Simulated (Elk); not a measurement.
## A self-consistent single point of Ni (Fm-3m, 1 atom in the cell) with Elk

Level of theory: PBE, all-electron FP-LAPW, Elk's shipped species files, default APW+lo basis in Elk.

This input was run:

```
tasks
  0

xctype
  20

spinpol
  .true.

reducebf
  0.7

nempty
  8

swidth
  0.00367493

maxscl
  100

scale
  1.889726125

avec
    0.0000000000    1.7547200000    1.7547200000
    1.7547200000    0.0000000000    1.7547200000
    1.7547200000    1.7547200000    0.0000000000

sppath
  './'

atoms
  1
  'Ni.in'
  1
  0.0000000000  0.0000000000  0.0000000000    0.0 0.0 -1.0

ngridk
  12 12 12
```

Output (repeated stretches shortened):

```
│ Elk code version 10.2.4 │

All units are atomic (Hartree, Bohr, etc.)

│ Ground-state run starting from atomic densities │

Lattice vectors :
   0.000000000       3.315940226       3.315940226
   3.315940226       0.000000000       3.315940226
   3.315940226       3.315940226       0.000000000

Unit cell volume      :    72.92057347
Brillouin zone volume :    3.401649242

Muffin-tin inner radius fraction :   0.1000000000E-01

Nuclei treated as point charges

Species :    1 (Ni)
 parameters loaded from : Ni.in
 name : nickel
 nuclear charge    :   -28.00000000
 electronic charge :    28.00000000
 atomic mass :    106991.5230
 muffin-tin radius :    2.319723820
 number of radial points in muffin-tin :    497
 atomic positions (lattice), magnetic fields (Cartesian) :
   1 :   0.00000000  0.00000000  0.00000000    0.00000000  0.00000000 -1.00000000

Total number of atoms per unit cell :    1

Spin treatment :
 spin-polarised
 global magnetic field (Cartesian) :    0.000000000       0.000000000       0.000000000
 collinear magnetisation in z-direction

Number of Bravais lattice symmetries :   48
Number of crystal symmetries         :   48
Crystal has inversion symmetry
Real symmetric eigensolver will be used

k-point grid :     12    12    12
k-point offset :    0.000000000       0.000000000       0.000000000
k-point set is reduced with full crystal symmetry group
Total number of k-points :       72

Muffin-tin radius times maximum |G+k| :    7.000000000
 using average radius
Maximum |G+k| for APW functions       :    3.017600604
Maximum (1/2)|G+k|²                   :    4.552956703
Maximum |G| for potential and density :    12.00000000
 potential will be trimmed for |G| > 2 gkmax
Constant for pseudocharge density :    7
Radial integration step length :    4

G-vector grid sizes :     18    18    18
Number of G-vectors :     2109

Maximum angular momentum used for
 APW functions                      :    8
 outer part of muffin-tin           :    6
 inner part of muffin-tin           :    1

Total nuclear charge    :   -28.00000000
Total core charge       :    12.00000000
Total valence charge    :    16.00000000
Total excess charge     :    0.000000000
Total electronic charge :    28.00000000

Effective Wigner radius, rₛ :   0.8534953217

Number of empty states         :    8
Total number of valence states :   32
Total number of core states    :   12

Total number of local-orbitals :   17

Exchange-correlation functional :     20     0     0
 Perdew-Burke-Ernzerhof, Phys. Rev. Lett. 77, 3865 (1996)
 gradient requirement :    1
 generalised gradient approximation (GGA)

Smearing type :    3
 Fermi-Dirac
Smearing width :   0.3674930000E-02
Effective electronic temperature (K) :    1160.451112

Mixing type :    3
 Broyden mixing, J. Phys. A: Math. Gen. 17, L317 (1984)

Kohn-Sham potential initialised from atomic data
│ Self-consistent loop started │
│ Loop number : 1 │
 total energy                :     -1522.10962974
 total moment                :    1.191323361
│ Loop number : 2 │
 total energy                :     -1522.21418315
 total moment                :    1.187741115
RMS change in Kohn-Sham potential (target) :    2.353827539     (  0.1000000000E-05)
Absolute change in total energy (target)   :   0.1045534129     (  0.1000000000E-03)
│ Loop number : 3 │
 total energy                :     -1519.73300796
 total moment                :   0.9141113849
RMS change in Kohn-Sham potential (target) :    1.597939679     (  0.1000000000E-05)
Absolute change in total energy (target)   :    2.455036838     (  0.1000000000E-03)
│ Loop number : 4 │
 total energy                :     -1521.33554856
 total moment                :   0.1860298669
RMS change in Kohn-Sham potential (target) :   0.5247987220     (  0.1000000000E-05)
Absolute change in total energy (target)   :   0.9887813862     (  0.1000000000E-03)
│ Loop number : 5 │
 total energy                :     -1520.22092112
   [... lines left out ...]
 total moment                :  -0.6317732990
RMS change in Kohn-Sham potential (target) :   0.4854213894E-05 (  0.1000000000E-05)
Absolute change in total energy (target)   :   0.5697879983E-03 (  0.1000000000E-03)
│ Loop number : 18 │
 total energy                :     -1520.89110722
 total moment                :  -0.6317717525
RMS change in Kohn-Sham potential (target) :   0.3400689814E-05 (  0.1000000000E-05)
Absolute change in total energy (target)   :   0.2756920117E-03 (  0.1000000000E-03)
│ Loop number : 19 │
 total energy                :     -1520.89108360
 total moment                :  -0.6319217449
RMS change in Kohn-Sham potential (target) :   0.1832839213E-05 (  0.1000000000E-05)
Absolute change in total energy (target)   :   0.4530497699E-04 (  0.1000000000E-03)
│ Loop number : 20 │
 total energy                :     -1520.89107300
 total moment                :  -0.6320336157
RMS change in Kohn-Sham potential (target) :   0.5685116496E-06 (  0.1000000000E-05)
Absolute change in total energy (target)   :   0.7186665698E-06 (  0.1000000000E-03)
Convergence targets achieved

│ Loop number : 21 │

Energies :
 Fermi                       :     0.284050203657
 sum of eigenvalues          :     -873.514425808
 electron kinetic            :      1544.98214712
 core electron kinetic       :      1386.55347550
 Coulomb                     :     -3002.20813162
 Coulomb potential           :     -2335.84884965
 nuclear-nuclear             :     -204.555594983
 electron-nuclear            :     -3259.45622362
 Hartree                     :      461.803686983
 Madelung                    :     -1834.28370679
 xc potential                :     -82.6376234330
 xc effective B-field        :    -0.100982324425E-01
 external B-field            :      0.00000000000
 exchange                    :     -62.3390881820
 correlation                 :     -1.32397440671
 electron entropic           :    -0.201512926151E-02
 total energy                :     -1520.89106222
 (external B-field energy excluded from total)

Density of states at Fermi energy :    46.44684022
 (states/Hartree/unit cell)

Estimated indirect band gap :   0.7664490972E-03
 from k-point     27 to k-point     47
Estimated direct band gap   :   0.1068865310E-01
 at k-point     61

Charges :
 core                        :    12.00000000
 valence                     :    16.00000000
 interstitial                :   0.7877969263
 muffin-tins (core leakage)
  species :    1 (Ni)
   atom    1                 :    27.21220307     (  0.4305054227E-03)
 total in muffin-tins        :    27.21220307
 total calculated charge     :    27.99472678
 total charge                :    28.00000000
 error                       :   0.5273221995E-02

Moments :
 interstitial                :   0.2053967628E-01
 muffin-tins
  species :    1 (Ni)
   atom    1                 :  -0.6525657721
 total in muffin-tins        :  -0.6525657721
 total moment                :  -0.6320260959

│ Self-consistent loop stopped │
```

The run converged in 21 iterations. The count includes the last loop, which Elk runs after its targets are met.

The starting cell has typed, rounded lattice constants, without a prior relaxation at this level. Its lattice was rescaled by up to half a per cent. With one magnetic atom in the cell only a parallel order is possible. Values depend on the basis (sphere radii, cutoffs, local orbitals), which need not be converged. The log's line on a gap gives a spacing of levels on this mesh, which the program prints for metals too.
